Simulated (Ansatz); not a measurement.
**Several settings converged on LuSi2Os2 (I4mm, 5 atoms in the cell)**

```xyz
5
Lattice="-2.0843 2.0843 4.7288 2.0843 -2.0843 4.7288 2.0843 2.0843 -4.7288" Properties=species:S:1:pos:R:3 pbc="T T T"
Lu     0.0000     0.0000     0.0500
Si     0.0000     0.0000     5.9408
Si     0.0000     0.0000     3.5168
Os     0.0000     2.0843     2.3644
Os     2.0843     0.0000     2.3644
```

Base method: PBEsol, default PAW files made with PBE (plane waves; Ansatz, a first-principles code).

Base settings: basis.ecutwfc = 420 eV; kpoints.mp_grid.grid = 9 9 9; hamiltonian.xc = pbesol; hamiltonian.pseudopotentials = {kind: paw} (the program's default PAW files); scf.occupations.method = gaussian; scf.occupations.width = 0.1 eV.

The count of work is k-points × plane waves × bands × iterations; it is no time. 

**Shifted k-point meshes**

In this ladder: kpoints.mp_grid.shift = 0.5 0.5 0.5.

Only quantities that move along the ladder and can be compared are tabulated.

```tsv
kpoints.mp_grid.grid	free energy less the last step's (meV/atom)	pressure (GPa)	largest difference of a force vector from the last step's (eV/Å)	count of work / last
2 2 2	-75.93	-4.99	0.387	0.0047
4 4 4	-5.04	-3.93	0.100	0.015
6 6 6	1.01	-3.79	0.023	0.044
8 8 8	0.51	-3.85	0.019	0.088
10 10 10	0.43	-3.85	0.025	0.14
20 20 20	0.00	-3.86	0.000	1.0
```

Coarsest kpoints.mp_grid.grid that holds the pressure within 0.1 GPa of the last step, with all finer ones: 4 4 4, at 0.015 of the last step's count of work; the step before is off by 1.1 GPa.

Coarsest kpoints.mp_grid.grid that holds the forces within 0.01 eV/Å: not settled: the last two steps still differ by 0.025 eV/Å, over half the tolerance, so the ladder does not show it.

Coarsest kpoints.mp_grid.grid that holds the free energy within 2 meV/atom of the last step, with all finer ones: 6 6 6, at 0.044 of the last step's count of work; the step before is off by 5.0 meV/atom.

**The k-point mesh at a smearing width of 0.3 eV**

In this ladder: scf.occupations.width = 0.3 eV.

Only quantities that move along the ladder and can be compared are tabulated.

| kpoints.mp_grid.grid | free energy less the last step's (meV/atom) | pressure (GPa) | largest difference of a force vector from the last step's (eV/Å) | count of work / last |
|---|---|---|---|---|
| 4 4 4 | -9.15 | -4.00 | 0.018 | 0.027 |
| 6 6 6 | 0.08 | -3.78 | 0.044 | 0.071 |
| 8 8 8 | 0.20 | -3.70 | 0.003 | 0.14 |
| 12 12 12 | -0.02 | -3.71 | 0.000 | 0.39 |
| 18 18 18 | 0.00 | -3.71 | 0.000 | 1.0 |

Coarsest kpoints.mp_grid.grid that holds the forces within 0.02 eV/Å of the last step, with all finer ones: 8 8 8, at 0.14 of the last step's count of work; the step before is off by 0.044 eV/Å.

Coarsest kpoints.mp_grid.grid that holds the free energy within 2 meV/atom of the last step, with all finer ones: 6 6 6, at 0.071 of the last step's count of work; the step before is off by 9.2 meV/atom.

Coarsest kpoints.mp_grid.grid that holds the pressure within 0.1 GPa of the last step, with all finer ones: 6 6 6, at 0.071 of the last step's count of work; the step before is off by 0.28 GPa.

On the base run: the starting cell comes from a database of computed structures (which also holds hypothetical and non-ambient phases and stackings), without a prior relaxation at this level. Its lattice was rescaled by up to half a per cent. One atom was moved a little off its site on purpose. Spin polarisation is off. In the base run, with a pressure of about -4 GPa the cell is away from its equilibrium volume at this level. Ansatz's pressure includes its estimate of the finite-basis (Pulay) stress.

Keys are those of Ansatz 0.2.
